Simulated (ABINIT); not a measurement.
## Convergence test for Rb (Im-3m, 1 atom in the cell)

```
Rb
1.0
   -2.86116     2.86116     2.86116
    2.86116    -2.86116     2.86116
    2.86116     2.86116    -2.86116
Rb
1
Direct
  0.00000   0.00000   0.00000
```

Computed with PBE, PAW (JTH v2.0 PBE PAW) (plane waves; ABINIT 10.0.3).

The starting cell has typed, rounded lattice constants, without a prior relaxation at this level. Its lattice was rescaled by a random factor within 2.5 % of one.

Held fixed: pseudos = [Rb.GGA_PBE-JTH.xml]; ecut = 40 Ry; pawxcdev = 0; ixc = 11; occopt = 7; tsmear = 0.2 eV; ngkpt = 6 6 6; nshiftk = 1; shiftk = 0 0 0; potentials = JTH v2.0 PBE PAW; nband = 10; kptopt = 1; nstep = 100; tolvrs = 1e-12.

ΔF is the free energy per atom less that of the last row (160 Ry).

The series runs over pawecutdg = 40 Ry; 50 Ry; 60 Ry; 80 Ry; 100 Ry; 120 Ry; 160 Ry.

### Question
From which setting on does the energy stay within 0.5 meV/atom of the last one?

### Answer
From pawecutdg = 80 Ry on; the one before it is off by 0.61 meV/atom.

| pawecutdg | ΔF (meV/atom) | pressure (GPa) | iterations |
|---|---|---|---|
| 40 Ry | -0.69 | -0.07 | 12 |
| 50 Ry | -0.30 | -0.04 | 14 |
| 60 Ry | -0.61 | -0.05 | 14 |
| 80 Ry | -0.21 | -0.06 | 14 |
| 100 Ry | -0.05 | -0.05 | 14 |
| 120 Ry | 0.05 | -0.05 | 14 |
| 160 Ry | 0.00 | -0.05 | 14 |
